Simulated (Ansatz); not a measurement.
**Pressure series in PbS**

Start from PbS in the rock salt structure (space group Fm-3m, No. 225; a = 5.903 Å).

Cell and atoms are relaxed at each pressure.

Level of theory: PBEsol, PAW, 420 eV (Ansatz, a program for electronic structure; no spin-orbit coupling), earlier PAW set.

Notes on the quantities. enthalpy: H = E + PV relative to the base's energy.

```
change            band gap       enthalpy  shortest interatomic distance
----------------  --------  -------------  -----------------------------
base               0.20 eV              –                        2.951 Å
pressure −2 GPa    0.33 eV  -0.33 eV/atom                        2.987 Å
pressure −1 GPa        [?]  -0.16 eV/atom                        2.969 Å
pressure 0.3 GPa   0.18 eV  +0.05 eV/atom                            [?]
pressure 0.7 GPa   0.16 eV  +0.11 eV/atom                        2.940 Å
pressure 1.5 GPa   0.11 eV  +0.24 eV/atom                        2.928 Å
pressure 3 GPa        zero  +0.47 eV/atom                        2.907 Å
```

**Question.** Fill in the withheld entries from the trend.

**Answer.** 
- pressure −1 GPa, band gap: 0.27 eV
- pressure 0.3 GPa, shortest interatomic distance: 2.947 Å

With Pb present, leaving out spin-orbit coupling can change the band edges. Load acts through the strain it causes; cell and atoms are relaxed under it. Stability against distortions was not tested. The final runs are not spin-polarised. Gaps under 0.05 eV, about the width of the smearing, are given as zero. A zero or small gap of PbS can be the functional's error rather than a property of the material.
